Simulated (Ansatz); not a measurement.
A computed series for CrGe: pressure series

Start from CrGe (space group P2_13, No. 198; a = 4.7002 Å; ferromagnetic; a cell from a computed database, its experimental status unchecked).

Cell and atoms are relaxed at each pressure.

The values are results of PBEsol (Ansatz, a quantum-chemistry and plane-wave program), no SOC, not measurements.

```tsv
pressure (GPa)	volume per atom (Å³/atom)
-2	13.133
-1	?
0	12.979
0.3	12.957
0.7	12.928
1.5	12.870
3	12.766
5	12.634
10	12.336
```

Question: Fit the third-order Birch–Murnaghan form P(V) = (3B₀/2)[(V₀/V)^(7/3) − (V₀/V)^(5/3)]·[1 + (3/4)(B₀′ − 4)((V₀/V)^(2/3) − 1)] (squares taken in P) to the rows shown and predict the withheld row.

Answer: Least squares on the printed values gives V₀ = 12.979 Å³/atom, B₀ = 174 GPa, B₀′ = 4.8; this predicts 13.055 Å³/atom, and the run gives 13.055 Å³/atom, in agreement.

Other magnetic orders, which the real material may have, were not ruled out. Load acts through the strain it causes; cell and atoms are relaxed under it. Stability against distortions was not tested. Competing high-pressure phases were not computed.
